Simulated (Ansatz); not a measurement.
## AlBiO3: response to strain

Take AlBiO₃ in the cubic perovskite structure (space group Pm-3m, No. 221; a cell from a computed database, its experimental status unchecked) as the base.

```
CELL_PARAMETERS angstrom
      3.75348     0.00000     0.00000
      0.00000     3.75348     0.00000
      0.00000     0.00000     3.75348
ATOMIC_POSITIONS crystal
  Al 0.50000 0.50000 0.50000
  Bi 0.00000 0.00000 0.00000
  O  0.50000 0.00000 0.50000
  O  0.00000 0.50000 0.50000
  O  0.50000 0.50000 0.00000
```

Cartesian axes are those of the cell as printed.

Strains are applied to the cell and any free atomic positions relax.

Level of theory: Ansatz (a program for electronic structure) PBEsol, without spin-orbit coupling.

```
case                             pressure  volume per atom  band gap
------------------------------  ---------  ---------------  --------
base                             0.00 GPa         10.58 Å³   1.54 eV
isotropic strain −3.17 %        24.10 GPa          9.60 Å³   1.91 eV
uniaxial strain ε_yy = +4.77 %  -8.11 GPa         11.08 Å³   0.98 eV
uniaxial strain ε_zz = +4.00 %  -7.00 GPa         11.00 Å³   1.06 eV
```

With Bi present, leaving out spin-orbit coupling can change the band edges. Stability against distortions was not tested. Many cubic perovskites are stable only at high temperature; tilts and polar distortions were not tested.
